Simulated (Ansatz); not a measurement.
## A computed series for ZnS: response to strain

The reference is ZnS in the wurtzite structure (space group P6_3mc, No. 186).

```yaml
crystal:
  lattice:
    - [3.73826, 0.00000, 0.00000]
    - [-1.86913, 3.23743, 0.00000]
    - [0.00000, 0.00000, 6.14288]
  atoms:
    - { symbol: Zn, position: [0.33333, 0.66667, 0.00059] }
    - { symbol: Zn, position: [0.66667, 0.33333, 0.50059] }
    - { symbol: S, position: [0.33333, 0.66667, 0.37441] }
    - { symbol: S, position: [0.66667, 0.33333, 0.87441] }
```

Cartesian axes are those of the cell as printed.

Strains are applied to the cell and any free atomic positions relax; under biaxial strain the out-of-plane vector relaxes too.

Calculations: Ansatz (a program for electronic structure), LDA, PAW, cutoff 420 eV, no spin-orbit coupling.

| biaxial strain, plane normal [001], relaxed out of plane (%) | out-of-plane strain (%) |
|---|---|
| 0 | 0.00 |
| 0.6 | -0.37 |
| 1.2 | ? |
| 1.8 | -1.09 |
| 2.4 | -1.45 |
| 3 | -1.80 |

### Question
Fit ε⊥ = −νε + γε² (strains in %) to the rows shown and predict the withheld row.

### Answer
Least squares on the printed values gives ν = 0.62 (the biaxial Poisson response) and γ = 0.006 (largest residual 0.00 %); this predicts -0.73 %, and the run gives -0.73 %, in agreement.

No phonon test of stability was made.
